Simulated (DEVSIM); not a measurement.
Device: Schottky contact on n-type GaAs, at 300 K.

Layer 1 from the left is GaAs, thickness (μm) 0.350, Nd (cm⁻³) 1.3e16, τn (s) 3e-10, τp (s) 3e-10.

Left contact: Schottky, work function 5.04 eV, emission velocity 1.1e7 cm/s. Right contact: ohmic. Voltage is applied to the left contact. Recombination: SRH at mid-gap. Mobility is μmin + (μ − μmin)/(1 + (N/Nref)^α).

This is a model device: material constants are rounded textbook-type values typed into the input, and sizes, dopings and lifetimes were drawn at random. Values at 300 K.

GaAs: gap (eV) 1.424, affinity (eV) 4.07, permittivity 12.9, Nc (cm⁻³) 4.7e17, Nv (cm⁻³) 9e18, μn (cm²/Vs) 8500, μp (cm²/Vs) 400, μn,min 500, μp,min 20, Nref,n 6e16, Nref,p 1.5e17, αn 0.39, αp 0.38.

Simulated with DEVSIM: 1D drift-diffusion, Boltzmann statistics, complete ionisation; no tunnelling, impact ionisation, image-force lowering or self-heating. Metal contacts follow the ideal Schottky-Mott rule: no Fermi-level pinning, no interface dipoles.

Dark forward current:

| |V| (V) | |J| (A/cm²) |
|---|---|
| 0.05 | 2.271e-9 |
| 0.10 | 8.969e-9 |
| 0.15 | 3.381e-8 |
| 0.20 | 1.490e-7 |
| 0.25 | 7.923e-7 |
| 0.30 | 4.823e-6 |
| 0.35 | 3.153e-5 |
| 0.40 | 0.0002128 |
| 0.45 | 0.001455 |
| 0.50 | 0.009989 |
| 0.55 | 0.06868 |
| 0.60 | 0.4719 |
| 0.65 | 3.235 |
| 0.70 | 22.03 |
| 0.75 | 147.0 |
| 0.80 | 903.3 |
| 0.85 | 4206 |

Problem. Work out the local ideality factor n = ΔV / (kT/q · ln(J2/J1)) between the rows 0.15 and 0.20 V, 0.50 and 0.55 V, 0.80 and 0.85 V.

Solution. kT/q = 25.85 mV. From 0.15 to 0.20 V: ln(1.490e-7/3.381e-8) = 1.483, n = 1.30. From 0.50 to 0.55 V: ln(0.06868/0.009989) = 1.928, n = 1.00, near the 1 of diffusion or emission over a barrier. From 0.80 to 0.85 V: ln(4206/903.3) = 1.538, n = 1.26; the layers' resistance at their doping, Σ W/(qμN) = 3.0e-6 Ω cm², would take 9.8 mV of this step of 50 mV.

Problem. Estimate the current at 0.50 V for emission alone, J0 = q v N_band exp(−φB/kT), and read the barrier back from the simulated current.

Solution. φB = 0.970 eV, N_band = 4.70e17 cm⁻³, J0 = 4.18e-11 A/cm²; J = J0 (exp(qV/kT) − 1) = 0.0105 A/cm². The simulation gives 0.00999 A/cm²; the estimate lies 5.3 % above. Read backwards, the simulated current gives an apparent barrier of 0.971 eV. The estimate leaves out transport through the depletion region and minority injection.
